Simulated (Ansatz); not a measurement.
# TiSi2 (Fddd, No. 70): cohesive energy by level of theory

No measured value is used here.

```csv
level (code),value (eV/atom),cell (Å³/atom)
LDA (Ansatz),6.35,13.50
PBE (Ansatz),5.36,14.17
PBE-D3(BJ) (Ansatz),5.90,13.56
r²SCAN (Ansatz),5.20,13.96
r²SCAN+rVV10 (Ansatz),5.40,13.89
```

Free atoms are spin-polarised, in the lowest state found; at levels without +SOC their spin–orbit coupling is left out.  Each level is taken at its own relaxed cell. Cutoffs differ between the levels. Ansatz's density-functional and Hartree–Fock values are scalar-relativistic unless marked +SOC, with PAW data made under PBE.

Ansatz is a quantum-chemistry and plane-wave program.
